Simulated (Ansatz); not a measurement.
The parent structure is ZrC in the rock salt structure (space group Fm-3m, No. 225; a = 4.669 Å; relaxed with 0.1 eV smearing). Axes: x, y, z lie along the cube axes.

Computed with PBEsol/PAW in Ansatz (a quantum-chemistry and plane-wave program), no spin-orbit coupling.

Modification: biaxial strain +1.50 %, plane normal [001], relaxed out of plane (Cartesian); in-plane vectors clamped, the third vector and the atoms free.

Task: Estimate the effect on the ratio −ε⊥/ε∥ and energy relative to the base.

Result: The ratio −ε⊥/ε∥ amounts to 0.42; the energy goes up by 9.5 meV/atom.

Whether these cells are dynamically stable was not tested. All final runs are without spin polarisation.
